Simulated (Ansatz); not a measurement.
System: CdBr₂ (P6₃mc, No. 186). Method: LDA in Ansatz (plane waves, PAW).

Settings: plane-wave cutoff 500 eV, 12×12×4 k mesh (along the axes of the cell as run), gaussian smearing 0.02 eV, scalar-relativistic PAW data made under PBE.

Cell (relaxed at this level):

```yaml
crystal:
  lattice:
    - [3.91288, 0.00000, 0.00000]
    - [-1.95644, 3.38865, 0.00000]
    - [0.00000, 0.00000, 12.20699]
  atoms:
    - { symbol: Cd, position: [0.66667, 0.33333, 0.87501] }
    - { symbol: Cd, position: [0.33333, 0.66667, 0.37501] }
    - { symbol: Br, position: [0.00000, 0.00000, 0.74855] }
    - { symbol: Br, position: [0.00000, 0.00000, 0.24855] }
    - { symbol: Br, position: [0.33333, 0.66667, 0.00143] }
    - { symbol: Br, position: [0.66667, 0.33333, 0.50143] }
```

Give the computed band gap.


* **band gap**: 2.67 eV (on the SCF k mesh)

Note: the volume lies 6 % below that of the published cell.

Spin–orbit coupling is not included.

Static lattice: no zero-point or thermal effects.

It cost very roughly 2.1 core-minutes of CPU time.

Ansatz is an electronic-structure program.
